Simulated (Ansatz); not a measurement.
# Hypothetical rock salt CrGe: Cr → Mo

Take CrGe in the rock salt structure (space group Fm-3m, No. 225; a = 5.016 Å; ferromagnetic; a hypothetical phase, not in the database extracts checked) as the base.

One thing is altered: Mo takes the place of Cr on all its sites, then cell and atoms are relaxed.

Computed with DFT with PBE, PAW potentials and a 420 eV plane-wave cutoff in Ansatz (a program for electronic structure), no spin-orbit coupling, earlier PAW set. Settings: 16×16×16 k-points, 0.05 eV Fermi–Dirac smearing.

```tsv
quantity	base	changed	shift
volume per atom	15.77 Å³	16.98 Å³	+1.204 Å³
lattice parameter a	5.016 Å	5.140 Å	+0.1245 Å
space group	Fm-3m (No. 225)	Fm-3m (No. 225)	–
band gap	zero	zero	–
```

The magnetic state is the one reached from the starting moments; the real material's order can differ, and small cells can't hold many antiferromagnetic ones. Stability against distortions was not tested. As relaxed here, MoGe is a hypothetical phase, not in the database extracts checked. Spin-polarised in the final run: base; the other runs are not. MoGe has a high density of states at the Fermi level and may be magnetic at this level.
